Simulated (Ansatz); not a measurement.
# Short convergence ladders for SrGaGe (P3m1, 3 atoms in the cell)

```
SrGaGe
1.0
    4.25660     0.00000     0.00000
   -2.12830     3.68633     0.00000
    0.00000     0.00000     4.69756
Sr Ga Ge
1 1 1
Direct
  0.00000   0.00000   0.01064
  0.33333   0.66667   0.50000
  0.66667   0.33333   0.50000
```

Base method: PBEsol, default PAW files made with PBE (plane waves; Ansatz, a first-principles code).

Base settings: basis.ecutwfc = 420 eV; kpoints.mp_grid.grid = 9 9 7; hamiltonian.xc = pbesol; hamiltonian.pseudopotentials = {kind: paw} (the program's default PAW files); scf.occupations.method = gaussian; scf.occupations.width = 0.1 eV.

The count of work is k-points × plane waves × bands × iterations; it is no time. Core times come from one kind of shared machine, to one figure; runs under 30 s give none.

**The cutoff for other potential files**

Level: DFT, PBEsol, plane waves, harder PAW files (source: ansatz) made with PBE.

In this ladder: hamiltonian.pseudopotentials = {kind: paw, source: ansatz}.

The second cell is the first with its lattice scaled by 0.98.

The mesh stays at the base's, so the ladder's end is converged at best in this setting alone.

The first pressure column holds Ansatz's estimate of the finite-basis (Pulay) stress, which hides part of the cutoff error; the other is without it.

Only quantities that move along the ladder and can be compared are tabulated.

```csv
basis.ecutwfc,free energy less the last step's (meV/atom),energy of the compressed cell less the first (meV/atom),pressure (GPa),pressure without the Pulay estimate (GPa),largest difference of a force vector from the last step's (eV/Å),count of work / last,core time / last (rough)
460 eV,15013.39,-20.58,-1.96,-553.53,0.023,0.11,–
560 eV,2324.62,4.47,-0.61,-108.08,0.001,0.14,0.3
715 eV,108.38,8.77,-0.70,-7.74,0.000,0.21,0.2
865 eV,3.48,8.85,-0.68,-1.01,0.000,0.27,0.4
1020 eV,0.27,8.86,-0.68,-0.68,0.000,0.35,0.7
1225 eV,0.16,8.87,-0.68,-0.68,0.000,0.46,0.8
1530 eV,0.07,8.87,-0.68,-0.68,0.000,0.65,0.8
2040 eV,0.00,8.87,-0.68,-0.68,0.000,1.0,1
```

Coarsest basis.ecutwfc that holds the energy of the compressed cell less the first within 2 meV/atom of the last step, with all finer ones: 715 eV, at 0.21 of the last step's count of work and about 0.2 of the last step's time; the step before is off by 4.4 meV/atom.

Coarsest basis.ecutwfc that holds the forces within 0.01 eV/Å of the last step, with all finer ones: 560 eV, at 0.14 of the last step's count of work and about 0.3 of the last step's time; the step before is off by 0.023 eV/Å.

Coarsest basis.ecutwfc that holds the pressure within 0.1 GPa of the last step, with all finer ones: 560 eV, at 0.14 of the last step's count of work and about 0.3 of the last step's time; the step before is off by 1.3 GPa.

The energy difference between the two cells stays within 1 meV/atom of the last step's from 715 eV on, the total only from 1020 eV on: much of the error is common to both cells and cancels.

At the lowest cutoff the pressure without the Pulay estimate lies 553 GPa under the last step's, the usual sign of Pulay stress in an incomplete plane-wave basis.

**The density cutoff**

The second cell is the first with its lattice scaled by 0.98.

The mesh stays at the base's, so the ladder's end is converged at best in this setting alone.

Only quantities that move along the ladder and can be compared are tabulated.

| basis.ecutrho_ratio | free energy less the last step's (meV/atom) | energy of the compressed cell less the first (meV/atom) | pressure (GPa) |
|---|---|---|---|
| 2 | -15.39 | 10.25 | -0.09 |
| 3 | -0.27 | 8.77 | -0.67 |
| 4 | 0.00 | 8.80 | -0.69 |
| 5 | 0.00 | 8.80 | -0.69 |
| 6 | 0.00 | 8.80 | -0.69 |
| 8 | 0.00 | 8.80 | -0.69 |
| 10 | 0.00 | 8.80 | -0.69 |
| 12 | 0.00 | 8.80 | -0.69 |
| 16 | 0.00 | 8.80 | -0.69 |

Coarsest basis.ecutrho_ratio that holds the pressure within 0.5 GPa of the last step, with all finer ones: 3; the step before is off by 0.59 GPa.

Coarsest basis.ecutrho_ratio that holds the energy of the compressed cell less the first within 1 meV/atom of the last step, with all finer ones: 3; the step before is off by 1.4 meV/atom.

Coarsest basis.ecutrho_ratio that holds the free energy within 0.5 meV/atom of the last step, with all finer ones: 3; the step before is off by 15 meV/atom.

On the base run: the starting cell comes from a database of computed structures (which also holds hypothetical and non-ambient phases and stackings), without a prior relaxation at this level. Its lattice was rescaled by up to half a per cent. One atom was moved a little off its site on purpose.

Keys are those of Ansatz 0.2.
